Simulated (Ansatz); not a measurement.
## A computed series for CdSe: pressure series

Take CdSe in the zinc blende structure (space group F-43m, No. 216) as the base.

```
CELL_PARAMETERS angstrom
      0.00000     3.00374     3.00374
      3.00374     0.00000     3.00374
      3.00374     3.00374     0.00000
ATOMIC_POSITIONS crystal
  Cd 0.00000 0.00000 0.00000
  Se 0.25000 0.25000 0.25000
```

Cell and atoms are relaxed at each pressure.

Computed with LDA in Ansatz (plane waves to 420 eV, PAW, without spin-orbit coupling).

| variant | width of the top valence band | band gap | electron mass | shortest interatomic distance |
|---|---|---|---|---|
| base | 2.41 eV | 0.41 eV | 0.041 mₑ (at Γ) | 2.601 Å |
| pressure −2 GPa | 2.25 eV | 0.33 eV | 0.035 mₑ (at Γ) | 2.634 Å |
| pressure −1 GPa | 2.34 eV | 0.37 eV | 0.038 mₑ (at Γ) | 2.617 Å |
| pressure 0.9 GPa | 2.47 eV | 0.43 eV | 0.043 mₑ (at Γ) | 2.588 Å |
| pressure 2.1 GPa | 2.54 eV | 0.47 eV | 0.046 mₑ (at Γ) | 2.573 Å |
| pressure 4.5 GPa | 2.68 eV | 0.54 eV | 0.051 mₑ (at Γ) | 2.544 Å |
| pressure 9 GPa | 2.90 eV | 0.63 eV | 0.058 mₑ (at Γ) | 2.501 Å |
| pressure 15 GPa | 3.15 eV | 0.73 eV | 0.065 mₑ (at Γ) | 2.456 Å |
| pressure 22.5 GPa | 3.42 eV | 0.83 eV | 0.071 mₑ (at Γ) | 2.411 Å |
| pressure 30 GPa | 3.65 eV | 0.89 eV | 0.075 mₑ (at Γ) | 2.375 Å |

Load acts through the strain it causes; cell and atoms are relaxed under it. Effective masses come from finite differences of ±0.01 Å⁻¹. No phonon test of stability was made. Tetrahedral semiconductors of this kind turn to denser phases somewhere between about 1 and 50 GPa; those were not computed, so compressed cells here can lie past the real transition.

Ansatz is a quantum-chemistry and plane-wave program.
